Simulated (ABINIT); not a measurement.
ABINIT run on Be₅Co (F-43m, 6 atoms in the cell): self-consistent single point.

Computed with LDA (PW92), norm-conserving pseudopotentials (PseudoDojo nc-sr-04 LDA standard) (plane waves; ABINIT).

The change in words: lattice scaled by 0.98. Reference geometry:
```
Be5Co
1.0
    0.00000     2.88393     2.88393
    2.88393     0.00000     2.88393
    2.88393     2.88393     0.00000
Be Co
5 1
Direct
  0.25000   0.25000   0.25000
  0.62557   0.62557   0.12329
  0.62557   0.12329   0.62557
  0.62557   0.62557   0.62557
  0.12329   0.62557   0.62557
  0.00000   0.00000   0.00000
```

Reference input (self-consistent single point, DFT, LDA (PW92), plane waves, norm-conserving pseudopotentials (PseudoDojo nc-sr-04 LDA standard)): pseudos = [Be.upf, Co.upf]; ecut = 48 Ha; occopt = 3; tsmear = 0.00367493 Ha; ngkpt = 8 8 8; nshiftk = 1; shiftk = 0 0 0; potentials = PseudoDojo nc-sr-04 LDA standard; nband = 25; kptopt = 1; nstep = 100; toldfe = 1e-09 Ha. This run's input differs from it in these lines:

```diff
@@ -5,5 +5,5 @@
 rprim
-        -0.0000000000    5.4498284140    5.4498284140
-         5.4498284140   -0.0000000000    5.4498284140
-         5.4498284140    5.4498284140   -0.0000000000
+        -0.0000000000    5.3408309008    5.3408309008
+         5.3408309008    0.0000000000    5.3408309008
+         5.3408309008    5.3408309008   -0.0000000000
 natom 6
@@ -13,7 +13,7 @@
 xcart
-         2.7249142070    2.7249142070    2.7249142070
-         4.0811585061    4.0811585061    6.8184983218
-         4.0811585061    6.8184983218    4.0811585061
-         6.8184983218    6.8184983218    6.8184983218
-         6.8184983218    4.0811585061    4.0811585061
+         2.6704154504    2.6704154504    2.6704154504
+         3.9995346284    3.9995346284    6.6821271733
+         3.9995346284    6.6821271733    3.9995346284
+         6.6821271733    6.6821271733    6.6821271733
+         6.6821271733    3.9995346284    3.9995346284
          0.0000000000    0.0000000000    0.0000000000
```

Output (repeated stretches shortened):

```
--- !BeginCycle
solver: {iscf: 7, nstep: 100, nline: 4, wfoptalg: 0, }
tolerances: {toldfe: 1.00E-09, }
...

     iter   Etot(hartree)      deltaE(h)  residm     vres2
 ETOT  1  -220.64359483989    -2.206E+02 2.185E-01 5.706E+03
 ETOT  2  -216.96063329774     3.683E+00 9.948E-02 3.619E+04
 ETOT  3  -221.23622597173    -4.276E+00 2.607E-02 5.576E+03
 ETOT  4  -221.88608354233    -6.499E-01 8.994E-03 9.571E+02
 ETOT  5  -221.99081213790    -1.047E-01 1.838E-03 2.657E+02
   [... 3 lines left out ...]
 ETOT  9  -222.03068900341    -1.920E-06 8.951E-04 5.146E-03
 ETOT 10  -222.03068977261    -7.692E-07 5.946E-04 6.542E-08
 ETOT 11  -222.03068977265    -4.258E-11 5.300E-04 9.015E-09
 ETOT 12  -222.03068977265     3.467E-12 1.963E-04 8.120E-10
 At SCF step   12, etot is converged :
  for the second time, diff in etot=  3.467E-12 < toldfe=  1.000E-09

 Cartesian components of stress tensor (hartree/bohr^3)
  sigma(1 1)= -8.52410526E-05  sigma(3 2)=  0.00000000E+00
  sigma(2 2)= -8.52410526E-05  sigma(3 1)=  0.00000000E+00
  sigma(3 3)= -8.52410526E-05  sigma(2 1)=  0.00000000E+00

 ----iterations are completed or convergence reached----

 reduced coordinates (array xred) for    6 atoms
       0.250000000000      0.250000000000      0.250000000000
       0.625570000002      0.625570000002      0.123289999994
       0.625570000002      0.123289999994      0.625570000002
       0.625570000002      0.625570000002      0.625570000002
       0.123289999994      0.625570000002      0.625570000002
       0.000000000000      0.000000000000      0.000000000000
   [... lines left out ...]
 Fermi (or HOMO) energy (hartree) =   0.29846   Average Vxc (hartree)=  -0.45962
   [... lines left out ...]
total_energy        : -2.22030689772648E+02
total_energy_eV     : -6.04176232810411E+03
band_energy         : -4.62013144905209E+01
...

-Cartesian components of stress tensor (GPa)         [Pressure=  2.5079E+00 GPa]
- sigma(1 1)= -2.50787793E+00  sigma(3 2)=  0.00000000E+00
- sigma(2 2)= -2.50787793E+00  sigma(3 1)=  0.00000000E+00
- sigma(3 3)= -2.50787793E+00  sigma(2 1)=  0.00000000E+00

 Calculation completed.
```

The run converged in 12 iterations. Against the reference run the free energy goes down by 7.1 meV/atom, the pressure goes from -6.93 to 2.51 GPa and the largest force goes from 0.037 to 0.014 eV/Å.

The starting cell comes from a database of computed structures (which also holds hypothetical and non-ambient phases and stackings), without a prior relaxation at this level. For this run, on top of that: lattice scaled by 0.98. Spin polarisation is off.

Cost on one core of a shared machine: roughly 5 min.
